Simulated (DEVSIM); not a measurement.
Device: Ge p-i-n diode, at 300 K.

Layer 1 from the left is Ge, thickness (μm) 0.620, Na (cm⁻³) 3.4e17, τn (s) 0.00083, τp (s) 0.00083. Layer 2 from the left is Ge, thickness (μm) 32.0, Nd (cm⁻³) 3.8e11, τn (s) 0.00083, τp (s) 0.00083. Layer 3 from the left is Ge, thickness (μm) 0.780, Nd (cm⁻³) 7.5e16, τn (s) 0.00083, τp (s) 0.00083.

Left contact: ohmic. Right contact: ohmic. Voltage is applied to the left contact. Recombination: SRH at mid-gap, radiative, Auger. Mobility is constant in doping.

The device is made up for the run: typed textbook-type constants, with dimensions and the other settings drawn at random. Values at 300 K.

Ge: gap (eV) 0.664, affinity (eV) 4, permittivity 16, Nc (cm⁻³) 1.04e19, Nv (cm⁻³) 6e18, μn (cm²/Vs) 3900, μp (cm²/Vs) 1900, B (cm³/s) 6.4e-14, Cn (cm⁶/s) 1e-31, Cp (cm⁶/s) 1e-31.

Model (solved in DEVSIM): 1D drift-diffusion, Boltzmann statistics, complete ionisation; no tunnelling, impact ionisation, image-force lowering or self-heating.

Question: What does the simulation give for the potential step across the device at zero bias, the dark forward voltage at 100 A/cm², the dark forward voltage at 1 A/cm²?

Answer: potential step across the device at zero bias 0.462 V; dark forward voltage at 100 A/cm² 0.354 V; dark forward voltage at 1 A/cm² 0.188 V.
